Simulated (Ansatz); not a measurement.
The reference is BeSe in the zinc blende structure (space group F-43m, No. 216; a = 5.129 Å). Axes: x, y, z lie along the cube axes.

Computed with Ansatz (a program for electronic structure) PBEsol, without spin-orbit coupling.

For the base:

Valence-band top at Γ: 0.00, 0.00, 0.00 eV

It is then changed as follows: tensor shear ε_xy = +1.71 % (engineering shear γ = 0.0342), atoms relaxed at fixed cell.

What does the calculation give for the energy relative to the base and valence-band top at Γ after the change?

The energy rises by 4.1 meV/atom; the valence-band top at Γ (three highest levels, from the VBM) changes from 0.00, 0.00, 0.00 eV to 0.00, -0.15, -0.27 eV.

The levels and masses belong to the bands next to the band gap. The cells carry an imposed strain or load. Whether these cells are dynamically stable was not tested.
